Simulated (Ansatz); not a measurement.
## A computed series for hypothetical rock salt BeTe: response to strain

Start from BeTe in the rock salt structure (space group Fm-3m, No. 225; a = 5.302 Å; a hypothetical phase, not in the database extracts checked). Axes: x, y, z lie along the cube axes.

Strains are applied to the cell and any free atomic positions relax; under biaxial strain the out-of-plane vector relaxes too.

Method: Ansatz (a first-principles code), PBEsol, PAW, cutoff 420 eV, without spin-orbit coupling.

Candidates:
(a) isotropic strain +1.04 %
(b) tensor shear ε_xz = +1.73 %
(c) biaxial strain +3.76 %, plane normal [001], relaxed out of plane

Notes on the quantities. energy relative to the base: free energy F.

Q: Order them by energy relative to the base, highest first.

A: (c) biaxial strain +3.76 %, plane normal [001], relaxed out of plane (+20 meV/atom), (a) isotropic strain +1.04 % (+4.0 meV/atom), (b) tensor shear ε_xz = +1.73 % (+3.2 meV/atom)

Without a gap, meshes like the base's 15×15×15 leave anisotropic stresses uncertain by several tenths of a GPa, and small strain energies with them. Whether these cells are dynamically stable was not tested. All final runs are without spin polarisation.
